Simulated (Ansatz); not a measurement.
Ansatz (a program for electronic structure), DFT, PBE, plane waves, its default PAW files: GaN (from the phase in space group 216, mp-830), 2 atoms. Basis and mesh were picked for this test and aren't claimed converged.

```yaml
cell: 3.19, 3.19, 3.19 Å; 60, 60, 60°
task: single point
k mesh: 8×8×8
hamiltonian.xc: pbe
kind_of_files: paw
scf.occupations.method: fermi_dirac
scf.occupations.width: 0.05 eV
output.forces: true
binding of workers (--pin): off
k-point pools (--kpoint-pools): 1
memory maximum (--max-ram): 8GiB
accuracy: medium (default)
basis.precision: auto (default)
basis.xc_grid: 2 (default)
scf.mixing.algorithm: auto (default)
scf.mixing.preconditioner: auto (default)
scf.convergence.dr2_threshold: 1e-07 (default)
scf.lower_state_search: light (default)
k-points after symmetry: 29
bands_at_the_start: 13
electrons: 18
plane waves at Γ: 459
cutoff (eV): 420
FFT grid: 24×24×24
symmetry_operations: 24
```

One run each.

All on 4 threads. Base settings, kept where nothing else is said: scf.eigensolver.kind = auto (default), scf.eigensolver.mixed_precision = false (default), scf.eigensolver.cushion = auto (default), scf.eigensolver.full_accuracy = false (default), scf.algorithm = auto (default) (scf.eigensolver.max_subspace_factor, scf.eigensolver.real_solve not set). The settings tried:
- scf.eigensolver.mixed_precision = true
- scf.eigensolver.kind = davidson, scf.eigensolver.cushion = true
- scf.algorithm = density_mixing
- scf.algorithm = direct_min
- scf.eigensolver.kind = davidson, scf.eigensolver.max_subspace_factor = 2
- scf.eigensolver.kind = davidson, scf.eigensolver.max_subspace_factor = 6
- scf.eigensolver.real_solve = false
- scf.eigensolver.kind = davidson, scf.eigensolver.mixed_precision = true
- the base settings
- scf.eigensolver.kind = davidson
- scf.eigensolver.full_accuracy = true

**Question.** Predict which of these converge in the fewest applications of H to a band.

**Answer.** Fewest applications of H to a band, with those close behind: scf.eigensolver.real_solve = false (6225); the base settings (6253); scf.algorithm = density_mixing (6253). Most among those that reach the base run's result: scf.algorithm = direct_min (11774). All converged.

```
setting                                                                   applications of H to a band  SCF iterations (all cycles of the run, searches included)        end
------------------------------------------------------------------------  ---------------------------  ---------------------------------------------------------  ---------
scf.eigensolver.real_solve = false                                                               6225                                                          6  converged
the base settings                                                                                6253                                                          6  converged
scf.algorithm = density_mixing                                                                   6253                                                          6  converged
scf.eigensolver.kind = davidson, scf.eigensolver.max_subspace_factor = 6                         7525                                                          6  converged
scf.eigensolver.kind = davidson                                                                  7576                                                          6  converged
scf.eigensolver.kind = davidson, scf.eigensolver.cushion = true                                  8048                                                          6  converged
scf.eigensolver.kind = davidson, scf.eigensolver.mixed_precision = true                          8187                                                          6  converged
scf.eigensolver.mixed_precision = true                                                           8187                                                          6  converged
scf.eigensolver.kind = davidson, scf.eigensolver.max_subspace_factor = 2                         9095                                                          6  converged
scf.eigensolver.full_accuracy = true                                                             9833                                                          6  converged
scf.algorithm = direct_min                                                                      11774                                                          4  converged
```

An iteration's cost differs between solvers, so these counts don't give the time.

Keys are those of Ansatz 0.2.
